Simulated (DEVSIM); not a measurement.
Device: n-channel Si planar bulk MOSFET with HfO2, at 400 K.

```yaml
gate_length: 65 nm
source_drain_length: 52 nm
dielectric_thickness: 7.6 nm
lateral_straggle: 3.5 nm
underlap: 0 nm
junction_depth: 32.5 nm
substrate_depth: 195 nm
gate_work_function: 4.16 eV
source_and_drain_doping: 1.3e20 cm⁻³, Gaussian tails under the gate
body_doping: 1.2e18 cm⁻³
lifetime: 3e-8 s
supply: 1.2 V
halo_peak: 1.5e18 cm⁻³
back_or_body_bias: -0.5 V
```

All mobilities are scaled by 0.15; velocity saturation, μ/(1 + (μE/vsat)^b)^(1/b) with b = 2 for electrons and 1 for holes and E the electric field along each mesh edge, is on. Mobility is μmin + (μ − μmin)/(1 + (N/Nref)^α).

This is a model device: material constants are rounded textbook-type values typed into the input, and sizes, dopings and lifetimes were drawn at random. Values at 300 K; Nc and Nv go as T^1.5, mobilities as T to minus their exponent, the gap by Varshni's rule with the affinity fixed.

Si: gap (eV) 1.124, affinity (eV) 4.05, permittivity 11.7, Nc (cm⁻³) 2.86e19, Nv (cm⁻³) 3.1e19, μn (cm²/Vs) 1417, μp (cm²/Vs) 470, μn,min 52, μp,min 45, Nref,n 9.7e16, Nref,p 2.2e17, αn 0.68, αp 0.72, T exponent of μn 2.3, T exponent of μp 2.2, vsat,n (cm/s) 1e7, vsat,p (cm/s) 8.4e6, Varshni α (eV/K) 0.000473, Varshni β (K) 636. HfO2: gap (eV) 5.7, affinity (eV) 2.5, permittivity 22.

DEVSIM, 2D drift-diffusion, Boltzmann statistics, complete ionisation; no quantum confinement, tunnelling, impact ionisation, self-heating, contact resistance or fringe fields beside the gate. Metal contacts follow the ideal Schottky-Mott rule: no Fermi-level pinning, no interface dipoles.

Transfer curves, |Id| in μA/μm:

| Vg (V) | Vd = 0.05 V | Vd = 1.2 V |
|---|---|---|
| -0.36 | 5.664e-7 | 4.229e-6 |
| -0.3 | 2.219e-6 | 1.661e-5 |
| -0.24 | 8.846e-6 | 6.567e-5 |
| -0.18 | 3.540e-5 | 0.0002600 |
| -0.12 | 0.0001415 | 0.001028 |
| -0.06 | 0.0005645 | 0.004048 |
| 0 | 0.002239 | 0.01581 |
| 0.06 | 0.008796 | 0.06075 |
| 0.12 | 0.03388 | 0.2253 |
| 0.18 | 0.1248 | 0.7753 |
| 0.24 | 0.4167 | 2.323 |
| 0.3 | 1.153 | 5.757 |
| 0.36 | 2.483 | 11.78 |
| 0.42 | 4.261 | 20.67 |
| 0.48 | 6.245 | 32.40 |
| 0.54 | 8.282 | 46.78 |
| 0.6 | 10.30 | 63.64 |
| 0.66 | 12.27 | 82.77 |
| 0.72 | 14.18 | 104.0 |
| 0.78 | 16.02 | 127.1 |
| 0.84 | 17.81 | 151.9 |
| 0.9 | 19.53 | 178.4 |
| 0.96 | 21.19 | 206.2 |
| 1.02 | 22.80 | 235.3 |
| 1.08 | 24.36 | 265.5 |
| 1.14 | 25.86 | 296.7 |
| 1.2 | 27.32 | 328.7 |

### Question
Work out the subthreshold swing at low drain bias from the rows at -0.24 and -0.18 V, and compare it with the thermal limit.

### Answer
log10(3.540e-5/8.846e-6) = 0.602 over 60.0 mV, so S = 99.6 mV/decade. The limit kT/q ln 10 is 79.4 mV/decade; the ratio is 1.26. This is the steepest step of the table.

### Question
Find both thresholds at the constant current 0.1 μA × (1 μm/L) a micrometre, and the DIBL.

### Answer
The current is 1.54 μA/μm. Interpolating ln Id gives 0.323 V and 0.217 V; their difference over the 1.15 V of drain bias is 91 mV/V.

Source and drain are degenerate, where Boltzmann statistics are only rough. The electric field that drives the saturation includes the junctions' built-in field, which lowers the mobility there even at small currents: subthreshold currents come out too low, a known weakness of this choice.
